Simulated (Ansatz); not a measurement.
The parent structure is Mg2Ge in the anti-fluorite structure (space group Fm-3m, No. 225; a = 6.364 Å). Axes: x, y, z lie along the cube axes.

Level of theory: PBEsol in Ansatz (plane waves to 420 eV, PAW, no spin-orbit coupling).

Before the change:

| Quantity | Result |
|---|---|
| Shortest interatomic distance | 2.756 Å |
| Valley order | X along ⟨100⟩ 0.08 eV; Γ 1.03 eV; L along ⟨111⟩ 1.03 eV |

The change: the cell is stretched by 2.50 % along z with no lateral relaxation, atoms relaxed at fixed cell.

What happens to the shortest interatomic distance?

The shortest interatomic distance rises by 0.023 Å (2.756 Å → 2.779 Å).

What does the calculation give for the valley order after the change?

The valley order (the lowest conduction-band minima on the path, energy above the VBM, named in the base's zone) changes from X along ⟨100⟩ 0.08 eV; Γ 1.03 eV; L along ⟨111⟩ 1.03 eV to X along [100] 0.03 eV; X along [001] 0.14 eV; Γ 0.85 eV; L along [1-11] 0.87 eV.

The levels and masses belong to the bands next to the band gap. The cells carry an imposed strain or load. Whether these cells are dynamically stable was not tested. All final runs are without spin polarisation.

Ansatz is a quantum-chemistry and plane-wave program.
